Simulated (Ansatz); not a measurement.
Start from Ir in the fcc (Cu type) structure (space group Fm-3m, No. 225; a = 3.812 Å; relaxed with 0.1 eV smearing). Axes: x, y, z lie along the cube axes.

Level of theory: DFT with LDA, PAW potentials and a 420 eV plane-wave cutoff in Ansatz (an electronic-structure program), no SOC.

One thing is altered: the cell is compressed by 1.50 % along z with no lateral relaxation; the atoms relax in the strained cell.

### Question
Predict the stress tensor and what it implies for the stiffness.

### Answer
Stress of the strained cell less that of the base (GPa, compression positive):
```
    4.3     0.0     0.0
    0.0     4.3     0.0
    0.0     0.0    10.5
```

Then −Δσ_ii/ε with ε = -0.0150 gives secant stiffness values (nonlinear terms included at this strain): C33 ≈ 703 GPa, C13 ≈ 288 GPa and C23 ≈ 288 GPa.

As a check, the harmonic strain energy −½ V₀ Δσ:ε is 6.8 meV/atom; the computed energy rise is 6.7 meV/atom.

Whether these cells are dynamically stable was not tested. The final runs are not spin-polarised.
